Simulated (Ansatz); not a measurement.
# hcp Mg (0 0 1) on wurtzite ZnO (0 0 1) (film strained to the substrate, started from cuts of the bulks and a machine-learned relaxation; slabs Zn6O6 and Mg4, which can lie off the formulas)

A periodic stack without vacuum, hcp Mg (0 0 1) on wurtzite ZnO (0 0 1) (film strained to the substrate, started from cuts of the bulks and a machine-learned relaxation; slabs Zn6O6 and Mg4, which can lie off the formulas): substrate slab Zn6O6, film Mg4, surface cells [[-1, -1], [0, -1]] and [[0, -1], [1, 0]], film strained by +2.5 and +2.5 %, outermost planes O/Zn and Mg/Mg as cut, which need not be the usual terminations and can put a slab off its formula.

The start was prepared with a machine-learned potential, and the result is one local minimum, with the in-plane cell held and forces under 0.04 eV/Å; the film can end far from its bulk form.

All values below come from PBE (plane waves to 420 eV, PAW; Ansatz, a program for electronic structure). Scalar-relativistic, without spin–orbit coupling; the runs are not spin-polarised; PBE gaps are too small against experiment. Its k-point mesh 11×11×1, Fermi–Dirac width 0.05 eV.

The interface area comes out as 9.3 Å² and the period is 25.88 Å. The heights between the nearest atoms of the two slabs at the two interfaces is 2.34 and 1.97 Å and the Mg–Zn contacts across the interfaces within 1.22 times the sum of covalent radii is 3, mean 3.01 Å. The Mg–O contacts across the interfaces within 1.22 times the sum of covalent radii comes out as 1, mean 1.97 Å.

```xyz
16
Lattice="3.2795 0.0001 0.0066 1.6397 2.8401 -0.0110 -1.7247 -0.8428 25.8766" Properties=species:S:1:pos:R:3 pbc="T T T"
Zn     1.4033     0.7272     1.5536
Zn     3.0427     1.6875     4.2024
O      1.4046     0.7375     3.5376
O      3.0440     1.6701     0.8671
Zn     1.4043     0.7541     6.8558
Zn     3.0420     1.7127     9.5053
O      1.4033     0.7624     8.8531
O      3.0453     1.6974     6.1954
Zn     1.3947     0.7771    12.1565
Zn     3.0235     1.7385    14.8831
O      1.3867     0.7878    14.1609
O      3.0353     1.7203    11.5062
Mg    -0.2590    -0.1565    17.2253
Mg     1.3621     0.8062    19.8092
Mg    -0.2904    -0.1268    22.3240
Mg     1.3368     0.8302    24.7691
```
